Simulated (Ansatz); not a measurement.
Here is the system:

```xyz
10
Lattice="2.5492 1.4718 4.5683 -2.5492 1.4718 4.5683 0.0000 -2.9436 4.5683" Properties=species:S:1:pos:R:3 pbc="T T T"
Ga     0.0000     0.0000     8.8314
Ga     0.0000     0.0000     1.9789
Ga     0.0000     0.0000     4.8735
Ga     0.0000     0.0000    11.7260
O      0.7714     1.6074     5.7104
O     -1.7778    -0.1356     5.7104
O     -0.7714    -1.6074     7.9945
O     -1.0063     1.4718     7.9945
O      1.7778     0.1356     7.9945
O      1.0063    -1.4718     5.7104
```

No spin polarisation.

Method: DFT with LDA, PAW potentials and a 420 eV plane-wave cutoff in Ansatz (an electronic-structure program), spin-orbit coupling left out. k-mesh 8×8×8 (Γ-centred); smearing 0.05 eV (Fermi–Dirac).

Problem. Estimate the electron mass.

Solution. 0.20 mₑ (at Γ).

Problem. Predict the gap character.

Solution. Indirect, Γ–S₀ (50 % along) → Γ.

Problem. What width of the top valence band does the calculation give?

Solution. 0.44 eV.

Problem. Predict the band gap.

Solution. 2.10 eV.

The cells carry an imposed strain or load. Masses are band curvatures over ±0.01 Å⁻¹ around the edge. Stability against distortions was not tested. The cell was made from Ga2O3 in the corundum structure (space group R-3c, No. 167) by this change: isotropic strain +3.00 %.
